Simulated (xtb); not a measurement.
xtb 6.7.1, GFN2-xTB: O=Cc1ccc(-c2ccc(-c3ccc(C(F)(F)F)[se]3)s2)[se]1, 28 atoms. The geometry is a generated start, not checked to be a minimum at this level.

```
Quantity                   Value
-----------------  -------------
run flags                 --grad
method                  GFN2-xTB
--acc                1 (default)
--etemp (K)        300 (default)
basis functions              109
valence electrons            108
```

```xyz
28

O      7.2530     1.3472     1.9461
C      7.0215     0.6695     0.9184
C      5.6464     0.3624     0.4694
C      5.3301    -0.3594    -0.6241
C      4.0275    -0.5582    -0.9094
C      3.1123    -0.0207    -0.0799
C      1.4856    -0.0679    -0.1302
C      0.8810    -0.7455    -1.1528
C     -0.4600    -0.7421    -1.1298
C     -1.0395    -0.0642    -0.0912
C     -2.5782    -0.0318    -0.0217
C     -3.1778     0.6302     0.9929
C     -4.5132     0.6775     1.0825
C     -5.2828     0.0564     0.1481
C     -6.7503    -0.0017     0.0791
F     -7.3244     0.1349     1.3497
F     -7.3022     0.9356    -0.7662
F     -7.1624    -1.2425    -0.3744
Se    -4.1347    -0.7083    -1.0298
S      0.4681     0.5439     0.8136
Se     3.9307     0.9357     1.3639
H      7.8915     0.3164     0.3699
H      6.1273    -0.7851    -1.2821
H      3.7090    -1.1494    -1.8043
H      1.4753    -1.2538    -1.9336
H     -1.0803    -1.2487    -1.8921
H     -2.5314     1.1433     1.7647
H     -5.0220     1.2261     1.9234
```

One run each on 1 thread. Values of broydamp tried: 0.02, 0.05, 0.1, 0.2, 0.4 (default), 0.6, 0.8, 1.

Q: How does the count of SCC iterations change with broydamp, and where is it least?

A: Fewest SCC iterations, within one of each other: 0.2 with 14, 0.4 (default) with 14, 0.6 with 14. The count rises to 21 at 0.02. All converge to one solution.

```csv
broydamp,SCC iterations,end
0.02,21,same solution
0.05,18,same solution
0.1,17,same solution
0.2,14,same solution
0.4 (default),14,same solution
0.6,14,same solution
0.8,16,same solution
1,16,same solution
```
